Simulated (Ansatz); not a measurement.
What uniaxial stress, 1 GPa tension along z does to Sn2Pt

The reference is Sn₂Pt (space group Fm-3m, No. 225; a = 6.455 Å; relaxed with 0.1 eV smearing). Axes: x, y, z lie along the cube axes.

Modification: uniaxial stress, 1 GPa tension along z, with the cell and atoms free to relax against it.

The values are results of PBEsol/PAW in Ansatz (a quantum-chemistry and plane-wave program), without spin-orbit coupling, not measurements. k-mesh 16×16×16 (Γ-centred); smearing 0.1 eV (Fermi–Dirac).

The volume per atom grows by 0.07 Å³ (22.42 Å³ → 22.49 Å³) and the space group changes from Fm-3m (No. 225) to I4/mmm (No. 139). The energy grows by 0.8 meV/atom and the band gap is still zero. The strain response (xx, yy, zz) comes out as (−0.41, −0.41, +1.15) %.

Cost of the whole job for the changed cell (relaxation, final SCF and bands): very roughly 3 core-minutes.

Stability under load was not tested beyond the relaxation. All final runs are without spin polarisation.
